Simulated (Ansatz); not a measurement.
Calculation: PBE (plane waves to 420 eV, PAW; Ansatz, an electronic-structure program).

Plane-averaged electrostatic potential energy along the normal, in eV from the Fermi level, for C on the 1x1 (0001) surface of hcp Co, ferromagnetic, one in a 2x2 cell, started at the site 'hollow Co-Co-Co over Co at depth 2.0 Å':

```tsv
z (Å)	V (eV)
5.38	4.96
5.67	4.96
5.95	4.96
6.23	4.96
6.52	4.95
6.80	4.94
7.08	4.91
7.37	4.85
7.65	4.73
7.93	4.49
8.22	4.00
8.50	2.98
8.78	0.88
9.07	-4.86
9.35	-13.72
9.63	-19.73
9.92	-19.44
10.20	-13.06
10.48	-4.75
10.77	-1.56
11.05	-6.25
11.33	-14.77
11.62	-20.18
11.90	-19.15
12.18	-12.22
12.47	-3.84
12.75	-0.67
13.03	-4.23
13.32	-12.72
13.60	-19.40
13.88	-20.03
14.17	-14.30
14.45	-5.75
14.73	-1.31
15.02	-4.44
15.30	-12.76
15.58	-19.42
15.87	-20.17
16.15	-15.07
16.43	-7.84
16.72	-2.88
17.00	0.25
17.28	3.05
17.57	4.49
17.85	5.07
18.13	5.31
18.42	5.42
18.70	5.46
18.98	5.48
19.27	5.49
19.55	5.49
19.83	5.49
20.12	5.49
20.40	5.49
20.68	5.49
20.97	5.49
```

Slab: 17 atoms, 6.0 Å thick at the start under the adsorbate (thin: gaps and levels are the slab's own); k 7x7x1, smearing 0.1 eV, dipole-corrected; 8 atoms held, the rest relaxed; start symmetry kept, larger cells not searched; spin-polarised, no spin-orbit, no U, no dispersion correction. At the end it is bonded to 3 Co. In PBE it is, or lies within 0.03 eV of, the lowest of the starts that converged.

**Question.** The surface cell has an area of 21.53 Å². What dipole along the normal does the step between the two vacuum levels imply?

**Answer.** the top vacuum level lies 0.53 eV above the bottom one; p = −ε₀ A ΔV (ε₀ = 0.005526 e/(V·Å)) gives -0.06 e·Å a cell.
